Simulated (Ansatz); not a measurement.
Worked example: self-consistent single point of In2Si2O7 (C2/m, 11 atoms in the cell) in Ansatz (a program for electronic structure).

Computed with r2SCAN, PAW files at level accurate made with PBE (plane waves; Ansatz).

```
In2Si2O7
1.0
    3.27424    -4.25167     0.00000
    3.27424     4.25167     0.00000
   -1.04171     0.00000     4.53379
In Si O
2 2 7
Direct
  0.69229   0.30771   0.00000
  0.30771   0.69229   0.00000
  0.22030   0.22030   0.41010
  0.77970   0.77970   0.58990
  0.00000   0.00000   0.50000
  0.39020   0.39020   0.71770
  0.60980   0.60980   0.28230
  0.07840   0.39120   0.21830
  0.60880   0.92160   0.78170
  0.92160   0.60880   0.78170
  0.39120   0.07840   0.21830
```

Reference input (self-consistent single point, DFT, r2SCAN, plane waves, default PAW files made with PBE): basis.ecutwfc = 500 eV; kpoints.mp_grid.grid = 4 4 5; hamiltonian.xc = r2scan; hamiltonian.pseudopotentials = {kind: paw} (the program's default PAW files); scf.occupations.method = methfessel_paxton; scf.occupations.width = 0.2 eV. This run's input differs from it in these lines:

Ansatz 0.2 input:
```diff
@@ -18,4 +18,2 @@
     - { symbol: O, position: [0.39120000, 0.07840000, 0.21830000] }
-basis:
-  ecutwfc: 500.0
 kpoints:
@@ -27,2 +25,3 @@
     kind: paw
+    level: accurate
 scf:
```

Log, with long lists cut:

```
SCF iter   1: F=—  HF=-23233.223576 eV  |F-HF|=—  |Δ(HF+E_count)|=         —  Δρ=1.18e-1  dr2=1.59e1  dr2_τ=7.02e0  ethr=3.10e-3  ⟨swp⟩=6.3  Hψ=5964  notcnv=0  defer=8
all-band conjugate gradients solve this SCF's bands
preconditioner: auto → Resta (q_TF=auto, 2.588 Å⁻¹)
SCF iter   2: F=—  HF=-23228.933636 eV  |F-HF|=—  |Δ(HF+E_count)|=    4.29e0  S|Δr|=    0.00e0  Δρ=4.72e-2  dr2=2.39e0  dr2_τ=1.01e0  ethr=3.10e-3  ⟨swp⟩=3.0  Hψ=3332  notcnv=0  defer=138
   [... lines left out ...]
SCF iter   8: F=—  HF=-23228.752506 eV  |F-HF|=—  |Δ(HF+E_count)|=   3.23e-4  S|Δr|=    0.00e0  Δρ=4.97e-5  dr2=2.21e-6  dr2_τ=1.60e-6  ethr=3.81e-8  ⟨swp⟩=2.9  Hψ=2587  notcnv=0  defer=138
SCF iter   9: F=—  HF=-23228.752507 eV  |F-HF|=—  |Δ(HF+E_count)|=   1.19e-6  S|Δr|=    0.00e0  Δρ=2.41e-5  dr2=5.14e-7  dr2_τ=5.21e-7  ethr=2.40e-9  ⟨swp⟩=2.0  Hψ=2429  notcnv=0  defer=138
SCF iter  10: F=-23228.752507 eV  HF=-23228.752507 eV  |F-HF|=6.98e-9  |Δ(HF+E_count)|=   4.05e-8  S|Δr|=    0.00e0  Δρ=5.80e-6  dr2=2.52e-8  dr2_τ=2.93e-8  ethr=1.09e-10  ⟨swp⟩=12.1  Hψ=8465  notcnv=0
SCF 1 converged in 10 iterations: F = -23228.752507 eV  dr2 = 2.52e-8
Stability not checked (fill_not_monotonic)
Free energy (F): -23228.752507 eV
Internal energy: -23228.752507 eV  (E = F + TS)
E sigma→0 (E₀):  -23228.752507 eV
Fermi energy:    9.418609 eV
--- Forces (eV/Å), atoms counted from 1 ---
  atom   1  In    -0.00000000    -0.11633704     0.00000000
  atom   2  In     0.00000000     0.11633704     0.00000000
  atom   3  Si     0.20684476     0.00000000    -0.13092166
  atom   4  Si    -0.20684476    -0.00000000     0.13092166
  atom   5  O      0.00000000     0.00000000     0.00000000
   [... lines left out ...]
  atom  11  O      0.13833465    -0.17434117    -0.00825332
--- Stress (GPa, compression-positive) ---
       10.228127       0.000000       0.698150
        0.000000       9.344634      -0.000000
        0.698513      -0.000000       8.748435
  P = ⅓ Tr σ = 9.4404 GPa (94.404 kbar)
  The stress holds the Pulay correction. Without it, at fixed plane waves, as pw.x and ABINIT print it: P = 9.4108 GPa
```

The run converged in 10 iterations. Against the reference run the pressure moves little (9.47 to 9.44 GPa), the largest force hardly changes (0.254 to 0.252 eV/Å) and the gap on the mesh stays at 4.044 eV. The full log also holds: “WARN basis.ecutwfc = 900 eV, the default”.

The starting cell comes from a database of published, mostly measured structures (it also holds non-ambient and calculated ones), without a prior relaxation at this level. Its lattice was rescaled by a random factor within 2.5 % of one. With a pressure of about 9 GPa the cell is away from its equilibrium volume at this level. Ansatz's pressure includes its estimate of the finite-basis (Pulay) stress.

Cost on one core of a shared machine: roughly 2 min.
